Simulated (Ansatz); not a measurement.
The reference is BN (space group P4_2/mnm, No. 136; a model cell, its experimental status unchecked).

```
CELL_PARAMETERS angstrom
      4.39877     0.00000     0.00000
      0.00000     4.39877     0.00000
      0.00000     0.00000     2.53844
ATOMIC_POSITIONS crystal
  B  0.82589 0.17411 0.50000
  B  0.17411 0.82589 0.50000
  B  0.32589 0.32589 0.00000
  B  0.67411 0.67411 0.00000
  N  0.81241 0.81241 0.50000
  N  0.18759 0.18759 0.50000
  N  0.68759 0.31241 0.00000
  N  0.31241 0.68759 0.00000
```

Cartesian axes are those of the cell as printed.

Levels (all Ansatz, a first-principles code, PAW): PBEsol (420 eV, scalar-relativistic without spin-orbit coupling); HSE06 (420 eV, scalar-relativistic without spin-orbit coupling).

Its gap is 4.58 eV with PBEsol and 6.11 eV with HSE06.

Perturbation: a pure shear with ε_xy = ε_yx = -0.0139, atoms relaxed at fixed cell.

With PBEsol the gap becomes 4.40 eV.

Question: If the HSE06 correction stayed the same, what would the HSE06 gap be, and what does the HSE06 run give?

Answer: A rigid correction of +1.53 eV gives 5.93 eV. The HSE06 run gives 5.93 eV, so the two effects roughly add.

Single points use the geometry relaxed with PBEsol. HSE06 gaps are upper bounds (no full band path). The cells carry an imposed strain or load. Stability against distortions was not tested.
